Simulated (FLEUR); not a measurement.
Worked example: self-consistent single point of TaAu (P4/mmm, 2 atoms in the cell) in FLEUR.

Method: LDA (Perdew-Zunger), all-electron FLAPW (FLEUR), scalar-relativistic valence.

The change in words: lattice scaled by 0.98. Reference geometry:
```
TaAu
1.0
    2.95589     0.00000     0.00000
    0.00000     2.95589     0.00000
    0.00000     0.00000     4.15809
Ta Au
1 1
Cartesian
  1.47794   1.47794   2.07905
  0.00000   0.00000   0.00000
```

Reference input (self-consistent single point, DFT, LDA (Perdew-Zunger), all-electron FLAPW (FLEUR), scalar-relativistic valence): Kmax = 3.9 1/bohr; GmaxXC = 13.7 1/bohr; xcFunctional = pz; jspins = 1; l_soc = F; mode = hist; fermiSmearingEnergy = 0.00367493 Htr; mesh (inpgen div1-3) = 9 9 7; inpgen gamma flag = false; Gmax = 13.7 1/bohr; numbands = 0; maxIterBroyd = 15. This run's input differs from it in these lines:

```diff
@@ -5,4 +5,4 @@
 0.0000000000 1.0000000000 0.0000000000
-0.0000000000 0.0000000000 1.4067146658
-5.5858187751
+0.0000000000 0.0000000000 1.4067147202
+5.4741019460
 1.0 1.0 1.0
@@ -44,5 +44,5 @@
          <bravaisMatrix>
-            <row-1>    5.5858187750999999     0.0000000000000000     0.0000000000000000</row-1>
-            <row-2>    0.0000000000000000     5.5858187750999999     0.0000000000000000</row-2>
-            <row-3>    0.0000000000000000     0.0000000000000000     7.8576531914341619</row-3>
+            <row-1>    5.4741019460000002     0.0000000000000000     0.0000000000000000</row-1>
+            <row-2>    0.0000000000000000     5.4741019460000002     0.0000000000000000</row-2>
+            <row-3>    0.0000000000000000     0.0000000000000000     7.7004997873136665</row-3>
          </bravaisMatrix>
```

Output, abridged:

```
 Iteration:     1   Distance:      24.36798522 me/bohr^3
 Iteration:     2   Distance:      18.97960288 me/bohr^3
 Iteration:     3   Distance:      10.22117601 me/bohr^3
 Iteration:     4   Distance:       8.01204882 me/bohr^3
 Iteration:     5   Distance:       4.00774000 me/bohr^3
   [... 11 lines left out ...]
 Iteration:    17   Distance:       0.00013824 me/bohr^3
 Iteration:    18   Distance:       0.00004462 me/bohr^3
 Iteration:    19   Distance:       0.00002291 me/bohr^3
 Iteration:    20   Distance:       0.00000420 me/bohr^3
 Run finished successfully
 Stop message:
   Structural relaxation: Done

[file out, last iteration]
             iter=     21
[...]
          total density-effective poten   -6.0641527058E+04
          total charge density-energy d   -6.6327319943E+02
 Updated energy parameters for spin:           1
[...]
 fermi energy and band-weighting factors:
    1.244086    1.287490

[...]
FERMIE:
          first approx. to ef    (T=0)  :   0.501630 htr   (energy of the highest occ. eigenvalue)
          number of occ. states  (T=0)  :       1318
          first approx. to seigv (T=0)  : -16.247433 htr
          sum of weights of occ. states :  22.007055
          sum of semicore charge        :   0.000000 e
FERHIS:  Fermi-Energy by histogram:
          bandgap                     :   0.000693 htr
   [... lines left out ...]
          charge neutrality (T=0)     :   0.014109    (zero if the highest occ. eigenvalue is "entirely" occupied)
     EF_NEWTON:  Adjust Fermi-Energy by Newton-Method.
 Direct bandgap for spin            1 :    1.6330159919652920E-002  Htr
 ---->    free energy=                    -34654.3360439276 htr
   [... lines left out ...]
      extrapolation for T->0
 ---->    total electron energy=          -34654.3352040058 htr
 ***** TOTAL FORCES ON ATOMS *****
 TOTAL FORCE FOR ATOM TYPE=  1  X=  2.737   Y=  2.737   Z=  3.850
                       FX_TOT= 0.000000 FY_TOT= 0.000000 FZ_TOT= 0.000000
 TOTAL FORCE FOR ATOM TYPE=  2  X=  0.000   Y=  0.000   Z=  0.000
                       FX_TOT= 0.000000 FY_TOT= 0.000000 FZ_TOT= 0.000000
 Structural relaxation: Done
```

The run converged in 20 iterations. FLEUR gives forces in its relaxation mode, with a further iteration, so its stop message speaks of a relaxation. Against the reference run the free energy goes down by 76.1 meV/atom.

The starting cell comes from a database of computed structures (which also holds hypothetical and non-ambient phases and stackings), without a prior relaxation at this level. Its lattice was rescaled by a random factor within 2.5 % of one. For this run, on top of that: lattice scaled by 0.98. Spin-orbit coupling is off. Spin polarisation is off. Values depend on the basis (sphere radii, cutoffs, local orbitals), which need not be converged. The log's line on a gap gives a spacing of levels on this mesh, which the program prints for metals too.

Cost on one core of a shared machine: roughly 50 s.
